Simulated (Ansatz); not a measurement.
SnO2, response to strain

The reference is SnO₂ in the rutile structure (space group P4_2/mnm, No. 136; a = 4.828 Å, c = 3.238 Å). Axes: x, y, z lie along a, b, c of the conventional cell.

Strains are applied to the cell and any free atomic positions relax.

Method: PBE (Ansatz, a program for electronic structure), spin-orbit coupling left out.

```json
[
 {"uniaxial strain ε_zz (%)": "0", "band gap (eV)": "0.68"},
 {"uniaxial strain ε_zz (%)": "0.6", "band gap (eV)": "?"},
 {"uniaxial strain ε_zz (%)": "1.2", "band gap (eV)": "0.52"},
 {"uniaxial strain ε_zz (%)": "1.8", "band gap (eV)": "0.44"},
 {"uniaxial strain ε_zz (%)": "2.4", "band gap (eV)": "0.35"},
 {"uniaxial strain ε_zz (%)": "3", "band gap (eV)": "0.27"}
]
```

Question: Fit E_g = E₀ + Dε (ε in %) to the rows shown and predict the withheld row.

Answer: Least squares on the printed values gives E₀ = 0.68 eV, D = -137 meV per % of strain (largest residual 0.00 eV); this predicts 0.60 eV, and the run gives 0.60 eV, in agreement.

Whether these cells are dynamically stable was not tested. A zero or small gap of SnO2 under uniaxial strain ε_zz = +3.00 % can be the functional's error rather than a property of the material.
